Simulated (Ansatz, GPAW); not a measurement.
A GPAW input for a self-consistent single point of TeO₃ (C2/m, 8 atoms in the cell) (DFT LDA (Perdew-Wang 92), plane waves, GPAW PAW datasets LDA (gpaw-data 1.0.1)):

```python
from ase import Atoms
from ase.units import GPa
from gpaw import GPAW, PW, FermiDirac

atoms = Atoms(['Te', 'Te', 'O', 'O', 'O', 'O', 'O', 'O'],
              cell=[[2.584585, -4.474190, 0.000000],
                    [2.584585, 4.474190, 0.000000],
                    [-1.638001, 0.000000, 4.802061]],
              positions=[[2.584585, 2.984732, 0.000000],
                         [2.584585, -2.984732, 0.000000],
                         [-0.031777, 1.694734, 3.725631],
                         [3.562946, -1.694734, 1.076430],
                         [3.562946, 1.694734, 1.076430],
                         [-0.031777, -1.694734, 3.725631],
                         [0.619057, 0.000000, 1.083537],
                         [2.912112, -0.000000, 3.718524]],
              pbc=True)

calc = GPAW(mode=PW(950),
            xc='LDA',
            kpts={'size': (4, 4, 4), 'gamma': True},
            occupations=FermiDirac(0.05),
            nbands=-4,
            convergence={'forces': 0.001, 'bands': -2},
            symmetry={'symmorphic': False, 'tolerance': 0.0005},
            maxiter=120)

atoms.calc = calc

energy = atoms.get_potential_energy()
print('Energy (eV):', round(energy, 6))
forces = atoms.get_forces()
print('Forces (eV/Ang):')
print(forces.round(5))
stress = atoms.get_stress()
print('Stress (GPa, Voigt):', (stress / GPa).round(4))
```

Problem. Write the same calculation as an input for Ansatz (an electronic-structure program).

Solution. One input that does it (others would too):

Ansatz 0.2 input:
```yaml
crystal:
  lattice:
    - [2.584585, -4.474190, 0.000000]
    - [2.584585, 4.474190, 0.000000]
    - [-1.638001, 0.000000, 4.802061]
  atoms:
    - { symbol: Te, position: [0.166450, 0.833550, 0.000000] }
    - { symbol: Te, position: [0.833550, 0.166450, 0.000000] }
    - { symbol: O, position: [0.050310, 0.429090, 0.775840] }
    - { symbol: O, position: [0.949690, 0.570910, 0.224160] }
    - { symbol: O, position: [0.570910, 0.949690, 0.224160] }
    - { symbol: O, position: [0.429090, 0.050310, 0.775840] }
    - { symbol: O, position: [0.191260, 0.191260, 0.225640] }
    - { symbol: O, position: [0.808740, 0.808740, 0.774360] }
kpoints:
  mp_grid: { grid: [4, 4, 4] }
hamiltonian:
  xc: lda
  pseudopotentials: { kind: paw }
scf:
  occupations: { method: fermi_dirac, width: 0.05 eV }
output:
  forces: true
  eigenvalues: true
  stress: true
```

Basis, cutoffs, solver keys and any potentials are the target program's own. This input uses DFT, LDA (PW92), plane waves, default PAW files made with PBE. LDA parametrisations can differ slightly between programs.

The starting cell comes from a database of computed structures (which also holds hypothetical and non-ambient phases and stackings), without a prior relaxation at this level.
